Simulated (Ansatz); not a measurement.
**AuAl2: transverse stress against strain**

AuAl2 (fluorite, Fm-3m, 18.029 Å³/atom at rest, cube axes along x, y and z) under a strain ε along a cube axis (axis z), the other axes held. PBEsol in Ansatz, a plane-wave DFT program (PAW, default set), 420 eV, 17×17×17 Γ-centred mesh, Fermi-Dirac smearing 0.10 eV; ions are relaxed within the symmetry of each cell. Stress is positive for a compressed cell.

Here s stands for strain and y for stress xx.

```
strain (%)  stress xx (GPa)
----------  ---------------
-1.50                  1.49
-1.00                  0.98
-0.50                  0.48
0.00                   0.00
0.50                  -0.47
1.00                  -0.93
1.50                  -1.38
3.00                      ?
```

Taking a straight line for y over the 7 complete rows: Means: s 0, y 0.024. About the means, the sum of products is -6.6900 and the sum of squares of s is 7.0000; the slope is their ratio. Least squares gives y = 0.024 - 0.9557·s. Residuals (row less fit): 0.032, 0.000, -0.022, -0.024, -0.016, 0.002, 0.030; standard error 0.025 (degrees of freedom: 5). The slope gives the elastic constant C12 = 96 ± 1.0 GPa.

**Question.** What does the fit predict for y at s = 3.00, and how far is the calculated value from it?

**Answer.** y = 0.024 - 0.9557 × 3.0 = -2.843 GPa. The calculation gives -2.64 GPa, 0.203 GPa above the prediction (4.9 % of the range of y in the table). The row lies outside the fitted rows, so this is an extrapolation. From the scatter of the fitted rows alone, a prediction at this place has a standard error of 0.040 GPa, so the miss is 5.1 times that.

One order more, fitted to all 13 runs of the series, follows each within 0.01, so the miss is the next term of a smooth law. In a metal these values are sensitive to mesh and smearing; energies are taken to zero smearing, stresses follow the free energy. Rows are the converged runs of the series near zero and its far end; series whose fitted rows scatter by over a few per cent of the range, as at a crossing or softening among them, aren't shown in this form. Most that stay on the fit to the last digits aren't either.
